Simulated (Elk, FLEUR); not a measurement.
A FLEUR input for a self-consistent single point of SnSe2 (P-3m1, 3 atoms in the cell) (DFT, PBE, all-electron FLAPW (FLEUR), scalar-relativistic valence):

Input of the input generator:

```
SnSe2 crystal
&input film=f /
7.0850539149 -0.0000005030 0.0000000000
-3.5425265218 6.1358369290 0.0000000000
0.0000000000 0.0000000000 11.9609572551
1.0
1.0 1.0 1.0

3
50 0.0000000000 0.0000000000 -0.0000000000
34 0.6666666667 0.3333333333 0.7571000000
34 0.3333333333 0.6666666667 0.2429000000

&comp jspins=1 /
&kpt div1=7 div2=7 div3=4 gamma=t /
&end /
```

```xml
<?xml version="1.0" encoding="UTF-8" standalone="no"?>
<fleurInput fleurInputVersion="0.39">
   <comment>
      SnSe2 crystal                                                                                       
   </comment>
   <calculationSetup>
      <cutoffs Kmax="4.2" Gmax="14.7" GmaxXC="14.7" numbands="0"/>
      <scfLoop itmax="100" minDistance="0.00001" maxIterBroyd="15" imix="Anderson" alpha="0.05" precondParam="0.0" spinf="2.0"/>
      <coreElectrons ctail="T" frcor="F" kcrel="0" coretail_lmax="0"/>
      <xcFunctional name="pbe" relativisticCorrections="F"/>
      <magnetism jspins="1"/>
      <soc l_soc="F" theta="0.0" phi="0.0" spav="F"/>
      <expertModes spex="0" secvar="F"/>
      <geometryOptimization l_f="T" forcealpha="1.0" forcemix="BFGS" epsdisp="0.00001" epsforce="0.00001"/>
      <ldaU l_linMix="F" mixParam="0.05" spinf="1.0"/>
   </calculationSetup>
   <cell>
      <bzIntegration valenceElectrons="46.0" mode="hist" fermiSmearingEnergy="0.0001">
         <kPointListSelection listName="default-1"/>
         <!-- k-points included here -->
         <xi:include xmlns:xi="http://www.w3.org/2001/XInclude" href="kpts.xml"> </xi:include>
      </bzIntegration>
      <!-- symmetry operations included here -->
      <xi:include xmlns:xi="http://www.w3.org/2001/XInclude" href="sym.xml"> </xi:include>
      <bulkLattice scale="1.0">
         <bravaisMatrix>
            <row-1>    7.0850539148999996    -0.0000005030000000     0.0000000000000000</row-1>
            <row-2>   -3.5425265218000002     6.1358369289999999     0.0000000000000000</row-2>
            <row-3>    0.0000000000000000     0.0000000000000000    11.9609572551000003</row-3>
         </bravaisMatrix>
      </bulkLattice>
   </cell>
   <atomSpecies>
      <species name="Tin (Sn)" element="Sn" atomicNumber="50">
         <mtSphere radius="2.40" gridPoints="827" logIncrement="0.016"/>
         <atomicCutoffs lmax="10" lnonsphr="8"/>
         <electronConfig flipSpins="F">
            <coreConfig>(1s1/2) (2s1/2) (2p1/2) (2p3/2) (3s1/2) (3p1/2) (3p3/2) (4s1/2) (3d3/2) (3d5/2) (4p1/2) (4p3/2)</coreConfig>
            <valenceConfig>(5s1/2) (4d3/2) (4d5/2) (5p1/2) (5p3/2)</valenceConfig>
            <stateOccupation state="(5p1/2)" spinUp="0.3333333333333" spinDown="0.3333333333333"/>
            <stateOccupation state="(5p3/2)" spinUp="0.6666666666667" spinDown="0.6666666666667"/>
         </electronConfig>
         <energyParameters s="5" p="5" d="5" f="4"/>
         <lo type="SCLO" l="2" n="4" eDeriv="0"/>
      </species>
      <species name="Selenium (Se)" element="Se" atomicNumber="34">
         <mtSphere radius="2.40" gridPoints="827" logIncrement="0.015"/>
         <atomicCutoffs lmax="10" lnonsphr="8"/>
         <electronConfig flipSpins="F">
            <coreConfig>(1s1/2) (2s1/2) (2p1/2) (2p3/2) (3s1/2) (3p1/2) (3p3/2)</coreConfig>
            <valenceConfig>(4s1/2) (3d3/2) (3d5/2) (4p1/2) (4p3/2)</valenceConfig>
            <stateOccupation state="(4p1/2)" spinUp="0.6666666666667" spinDown="0.6666666666667"/>
            <stateOccupation state="(4p3/2)" spinUp="1.3333333333333" spinDown="1.3333333333333"/>
         </electronConfig>
         <energyParameters s="4" p="4" d="3" f="4"/>
         <lo type="HELO" l="2" n="4" eDeriv="0"/>
      </species>
   </atomSpecies>
   <atomGroups>
      <atomGroup species="Tin (Sn)">
         <relPos label="                   1">.0000000000 .0000000000 .0000000000</relPos>
         <force calculate="T" relaxXYZ="TTT"/>
      </atomGroup>
      <atomGroup species="Selenium (Se)">
         <relPos label="                   2">-1.000/3.000 1.000/3.000 -.2429000000</relPos>
         <relPos label="                   3">1.000/3.000 -1.000/3.000 .2429000000</relPos>
         <force calculate="T" relaxXYZ="TTT"/>
      </atomGroup>
   </atomGroups>
   <output dos="F" band="F" slice="F">
      <checks vchk="F" cdinf="F"/>
      <bandDOS minEnergy="-.5*Htr" maxEnergy="0.5*Htr" sigma="0.015" storeEVData="T"/>
      <vacuumDOS vacdos="F" integ="F" star="F" nstars="0" locx1="0.0" locy1="0.0" locx2="0.0" locy2="0.0" nstm="0" tworkf="0.0"/>
      <unfoldingBand unfoldBand="F" supercellX="1" supercellY="1" supercellZ="1"/>
      <plotting iplot="0" polar="F">
         <plot TwoD="T" vec1="  1.0  0.0  0.0" vec2="  0.0  1.0  0.0" vec3="  0.0  0.0  1.0" zero="  0.0  0.0  0.0" file="plot"/>
      </plotting>
      <chargeDensitySlicing numkpt="0" minEigenval="0.0" maxEigenval="0.0" nnne="0" pallst="F"/>
      <specialOutput eonly="F"/>
      <magneticCircularDichroism mcd="F" energyLo="-10.0" energyUp="0.0"/>
   </output>
  <!-- We include the file relax.xml here to enable relaxations (see documentation) -->
  <xi:include xmlns:xi="http://www.w3.org/2001/XInclude" href="relax.xml"> <xi:fallback/> </xi:include>
</fleurInput>
```

Question: Write the same calculation as an input for Elk.

Answer: This is the input that was run; spellings and numerical settings could be chosen otherwise.

```
tasks
  0

xctype
  20

tforce
  .true.

rgkmax
  8.0

gmaxvr
  18.0

lmaxapw
  10

lmaxo
  8

nxlo
  2

lorbcnd
  .true.

lradstp
  2

nrmtscf
  2.0

rmtscf
  0.96

lmaxi
  4

stype
  0

swidth
  0.0001

scale
  1.889726125

avec
    3.7492490698   -0.0000002662    0.0000000000
   -1.8746243044    3.2469450727    0.0000000000
    0.0000000000    0.0000000000    6.3294660000

sppath
  './'

atoms
  2   : nspecies
  'Sn.in'   : spfname
  1   : natoms; atposl, bfcmt below
  0.0000000000  0.0000000000  0.0000000000    0.0 0.0 0.0
  'Se.in'   : spfname
  2   : natoms; atposl, bfcmt below
  0.6666666667  0.3333333333  0.7571000000    0.0 0.0 0.0
  0.3333333333  0.6666666667  0.2429000000    0.0 0.0 0.0

ngridk
  7 7 4
```

Basis settings and potentials, where a program has them, do not carry over. This input uses DFT, PBE, all-electron FP-LAPW, Elk's shipped species files, APW+lo basis with extra local orbitals.

The starting cell comes from a database of computed structures (which also holds hypothetical and non-ambient phases and stackings), without a prior relaxation at this level. Its lattice was rescaled by a random factor within 2.5 % of one. For this run, on top of that: lattice scaled by 0.98.
